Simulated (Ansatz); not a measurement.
Consider ZrS2 in the CdI2 type structure (space group P-3m1, No. 164; layered, stacked along the Cartesian z axis).

```yaml
crystal:
  lattice:
    - [3.63482, 0.00000, 0.00000]
    - [-1.81741, 3.14785, 0.00000]
    - [0.00000, 0.00000, 5.71966]
  atoms:
    - { symbol: Zr, position: [0.00000, 0.00000, 0.00000] }
    - { symbol: S, position: [0.33333, 0.66667, 0.25534] }
    - { symbol: S, position: [0.66667, 0.33333, 0.74466] }
```

Cartesian axes are those of the cell as printed.

Method: Kohn–Sham DFT with the PBE-D3(BJ) functional, run in Ansatz (a program for electronic structure) with PAW and 420 eV plane waves, scalar-relativistic without spin-orbit coupling.

Strains are applied to the cell and any free atomic positions relax; under biaxial strain the out-of-plane vector relaxes too.

One change was made to it. Results:

| quantity | base | after |
|---|---|---|
| band gap | 0.66 eV | 0.69 eV |
| gap character | indirect, Γ → L | indirect, Γ → L |
| shortest interatomic distance | 4.832 bohr | 4.839 bohr |
| width of the top valence band | 2.07 eV | 2.06 eV |

**Question.** Which change produced these results?
A. isotropic strain +1.10 %
B. biaxial strain +0.50 %, plane normal [001], relaxed out of plane
C. isotropic strain +0.89 %

**Answer.** B, biaxial strain +0.50 %, plane normal [001], relaxed out of plane. For comparison, the band gap in the other runs: isotropic strain +1.10 % gives 0.80 eV; isotropic strain +0.89 % gives 0.78 eV.

Whether these cells are dynamically stable was not tested.
